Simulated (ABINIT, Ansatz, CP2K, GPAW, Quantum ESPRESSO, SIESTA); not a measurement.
One structure in several programs: TiP (P6_3/mmc, 4 atoms in the cell)

Self-consistent single point.

```
TiP
1.0
    4.23391     0.00000     0.00000
   -2.11695     3.66667     0.00000
    0.00000     0.00000     4.87092
Ti P
2 2
Direct
  0.66667   0.33333   0.75000
  0.33333   0.66667   0.25000
  0.33333   0.66667   0.75000
  0.66667   0.33333   0.25000
```

Shared settings, as Ansatz (a first-principles code) writes them: kpoints.mp_grid.grid = 9 9 7; scf.occupations.method = fermi_dirac; scf.occupations.width = 0.1 eV. Potentials and cutoffs stand in the table.

```csv
code,model,pressure (GPa),cutoff
Ansatz,"LDA (PW92), PAW files made with PBE",-6.15,420 eV
GPAW,"LDA (Perdew-Wang 92), GPAW PAW datasets LDA (gpaw-data 1.0.1)",-5.85,800 eV
SIESTA,"LDA PW92, numerical atomic orbitals TZP, PseudoDojo LDA standard norm-conserving potentials (rewritten from UPF to PSML)",-7.53,grid 400 Ry
ABINIT,"LDA (PW92), PAW (JTH v2.0 LDA PAW)",-5.94,816 eV
Quantum ESPRESSO,"LDA (PZ), GBRV 1.5 ultrasoft (LDA) pseudopotentials",-6.09,50 Ry
CP2K,"LDA (Pade form), GPW, DZVP-MOLOPT-SR-GTH basis, GTH-PADE potentials (GTH_POTENTIALS)",-6.13,grid 600 Ry
```

On Ansatz's run: spin polarisation is off, so a magnetic state, if there is one, cannot be reached.

The spread over the programs that give each value: pressure within 1.68 GPa.

SIESTA and CP2K use small atom-centred bases, whose incompleteness enters pressures, forces and empty levels differently from a plane-wave cutoff. Ansatz's pressure is given at a fixed set of plane waves, as the other plane-wave codes print theirs. The same LDA comes in different parametrisations, which differ slightly. In the pressure, SIESTA (by 1.52) lies more than 1 GPa from the median of the plane-wave programs.

The starting cell comes from a database of computed structures (which also holds hypothetical and non-ambient phases and stackings), without a prior relaxation at this level.

Left out of this page: Elk and FLEUR (not drawn, or without a comparable value).

Keys are those of Ansatz 0.2.
